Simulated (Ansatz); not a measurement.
SnClF (Pnma, No. 62), treated with Hartree–Fock (PAW; Ansatz, a first-principles code).

Settings: plane-wave cutoff 460 eV, 4×6×2 k mesh (along the axes of the cell as run), Fermi–Dirac smearing 0.01 eV, scalar-relativistic PAW data made under PBE.

Cell (measured lattice):

```cif
data_Cl4F4Sn4
_chemical_formula_sum 'Sn4 Cl4 F4'
_space_group_name_H-M_alt 'P 1'
_space_group_IT_number 1
_cell_length_a 6.12600
_cell_length_b 4.36500
_cell_length_c 10.13600
_cell_angle_alpha 90.000
_cell_angle_beta 90.000
_cell_angle_gamma 90.000
loop_
_space_group_symop_operation_xyz
  'x, y, z'
loop_
_atom_site_label
_atom_site_type_symbol
_atom_site_fract_x
_atom_site_fract_y
_atom_site_fract_z
_atom_site_occupancy
Sn1 Sn 0.71220 0.25000 0.41390 1
Sn2 Sn 0.28780 0.75000 0.58610 1
Sn3 Sn 0.78780 0.75000 0.91390 1
Sn4 Sn 0.21220 0.25000 0.08610 1
Cl1 Cl 0.89470 0.25000 0.63620 1
Cl2 Cl 0.10530 0.75000 0.36380 1
Cl3 Cl 0.60530 0.75000 0.13620 1
Cl4 Cl 0.39470 0.25000 0.86380 1
F1 F 0.90270 0.25000 0.98050 1
F2 F 0.09730 0.75000 0.01950 1
F3 F 0.59730 0.75000 0.48050 1
F4 F 0.40270 0.25000 0.51950 1
```

Q: Estimate the band gap, smallest direct gap on the k points sampled and Γ–Γ gap that the calculation returns.

A: 
* **band gap**: 10.38 eV
* **smallest direct gap on the k points sampled**: 10.43 eV
* **Γ–Γ gap**: 10.98 eV

Note: cell and atoms aren't relaxed at this level (largest force component 0.29 eV/Å, pressure 3.6 GPa).

Spin–orbit coupling is not included.

Computed values are for the static lattice.

Cost on a shared machine: about 26 core-minutes (a rough figure).
